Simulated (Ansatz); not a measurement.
A thermal frame of Bi(001) slab, cut from rhombohedral Bi, cell Bi24, with vacuum along z, from MD with PBE at 410 K. These are r2SCAN (plane waves, PAW; Ansatz, a program for electronic structure) values and carry that method's errors.

| Quantity | Value |
|---|---|
| plane-wave cutoff | 500 eV |
| k-points | 2x2x1 mesh shifted by half a step in the plane |
| Fermi-Dirac width | 0.086 eV |
| spin | not polarised; no spin-orbit coupling |

A check of the k-sampling: on the last frame of the same run a denser mesh moved the PBE forces by 0.054 eV/Å rms and the free energy by -5 meV/atom.

```xyz
24
Lattice="9.2125 0.0000 0.0000 -4.6062 7.9782 0.0000 0.0000 0.0000 21.8002" Properties=species:S:1:pos:R:3:forces:R:3 pbc="T T T"
Bi   -0.0501    2.4288   15.9500   0.031   0.432   0.298
Bi   -0.2054   -0.1683   14.4478  -0.013  -0.461  -0.272
Bi   -0.2759    0.0077    7.3148  -0.725  -0.133  -0.400
Bi    1.9221    1.4206    5.8098  -0.069   0.637   0.230
Bi    1.8368    1.5202   11.8154  -0.107   0.255   0.110
Bi   -0.3873    2.9108   10.0911  -0.206  -0.793  -0.118
Bi   -2.3172    6.4609   15.8287  -0.414   0.036   0.377
Bi   -2.3989    3.7209   14.4282  -0.063   0.151  -0.340
Bi   -2.8767    4.2844    7.6731   0.146  -0.928   0.317
Bi   -0.5423    5.1986    6.1129   0.348   1.002  -0.290
Bi   -0.4483    5.6162   11.3644   0.670  -0.110   1.101
Bi   -2.5942    7.0989   10.0000  -0.752  -0.217  -0.548
Bi    4.3554    2.7352   16.0191  -0.037  -0.100  -0.131
Bi    4.4203    0.0873   14.4021   0.380  -0.132  -0.154
Bi    4.1956    0.4498    7.5181   0.080  -0.960  -0.186
Bi    6.3909    1.6401    5.8253   0.559   0.178   0.598
Bi    6.5729    1.2318   11.6648  -0.190   0.958   0.000
Bi    4.0659    2.6341   10.1180   0.735   0.310   0.374
Bi    2.0428    6.5270   16.0464  -0.022   0.126  -0.362
Bi    2.0780    3.9489   14.2709   0.099   0.141   0.258
Bi    1.8298    4.1570    7.6734   0.184  -0.608  -0.481
Bi    4.1949    5.0728    5.8074  -0.468   0.911   0.097
Bi    4.4664    5.5257   11.6165  -0.189  -0.397  -0.058
Bi    2.1168    6.7359   10.0435   0.022  -0.298  -0.419
```

The free energy on this k-sampling (the code's own zero, frozen cores included) is -297862.0 eV and the rms force component is 0.437 eV/Å. The largest force is 1.29 eV/Å on atom 11.
